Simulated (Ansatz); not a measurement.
# What isotropic strain −0.96 % does to PtGe

Consider PtGe (space group Pnma, No. 62; a = 5.772 Å, b = 3.713 Å, c = 6.129 Å).

One thing is altered: an isotropic linear strain of −0.96 %; the atoms relax in the strained cell.

The values are results of r2SCAN, PAW, 500 eV (Ansatz, a program for electronic structure; without spin-orbit coupling), not measurements. Settings: 8×13×8 k-points, 0.05 eV Fermi–Dirac smearing.

```csv
quantity,base,changed,shift
volume per atom,16.42 Å³,15.95 Å³,-0.47 Å³
energy relative to the base (free energy F),0 meV/atom,+7.1 meV/atom,+7.1 meV/atom
"pressure (mean of the normal stresses, compression positive)",0.0 GPa,5.0 GPa,+5.0 GPa
band gap,zero,zero,–
```

Final structure:

```
PtGe
1.0
    5.71637     0.00000     0.00000
    0.00000     3.67739     0.00000
    0.00000     0.00000     6.06991
Pt Ge
4 4
Direct
  0.99967   0.25000   0.19184
  0.49967   0.25000   0.30816
  0.00033   0.75000   0.80816
  0.50033   0.75000   0.69184
  0.18467   0.25000   0.58688
  0.68467   0.25000   0.91312
  0.81533   0.75000   0.41312
  0.31533   0.75000   0.08688
```

No phonon test of stability was made. The final runs are not spin-polarised.
